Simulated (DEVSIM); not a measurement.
System: illuminated CdTe p-on-n cell, one wavelength, at 300 K.

| layer (left to right) | material | thickness (μm) | Nd (cm⁻³) | Na (cm⁻³) | τn (s) | τp (s) | absorption coefficient (cm⁻¹) |
|---|---|---|---|---|---|---|---|
| 1 | CdTe | 0.180 | - | 5.1e17 | 1.5e-9 | 5e-10 | 5000 |
| 2 | CdTe | 5.40 | 2.9e16 | - | 8.6e-9 | 8.6e-9 | 5000 |

Left contact: ohmic, minority electron recombination velocity 5000 cm/s. Right contact: ohmic, minority hole recombination velocity 200 cm/s. Voltage is applied to the left contact. Recombination: SRH at mid-gap, radiative, Auger. Light enters at the left, 3.2e17 photons cm⁻² s⁻¹, one pass, no reflection. Mobility is μmin + (μ − μmin)/(1 + (N/Nref)^α).

Constants are typed, rounded textbook-type inputs, not results; the design itself was drawn at random and stands for no fabricated device. Values at 300 K.

```csv
parameter,CdTe
gap (eV),1.5
affinity (eV),4.28
permittivity,10.2
Nc (cm⁻³),8e17
Nv (cm⁻³),1.8e19
μn (cm²/Vs),1000
μp (cm²/Vs),80
"μn,min",100
"μp,min",10
"Nref,n",1e17
"Nref,p",1e17
αn,0.6
αp,0.6
B (cm³/s),1e-10
Cn (cm⁶/s),1e-30
Cp (cm⁶/s),1e-30
```

DEVSIM, 1D drift-diffusion, Boltzmann statistics, complete ionisation; no tunnelling, impact ionisation, image-force lowering or self-heating.

The thickness of layer 2 was swept, all else fixed.

| thickness of layer 2 (μm) | short-circuit current (mA/cm²) | fill factor | dark forward voltage at 1 A/cm² (V) | dark forward voltage at 100 A/cm² (V) |
|---|---|---|---|---|
| 1.1 | 21.7 | 0.81 | 1.143 | 1.294 |
| 1.9 | 24.4 | 0.80 | 1.138 | 1.286 |
| 3.2 | 24.4 | 0.80 | 1.136 | 1.283 |
| 5.4 | 24.2 | 0.80 | 1.136 | 1.289 |
| 9.2 | 24.2 | 0.80 | 1.136 | 1.299 |
| 16 | 24.2 | 0.80 | 1.137 | 1.322 |
| 27 | 24.2 | 0.80 | 1.137 | [?] |

Question: What belongs in the gaps?

Answer: 
- 27, dark forward voltage at 100 A/cm² (V): 1.354
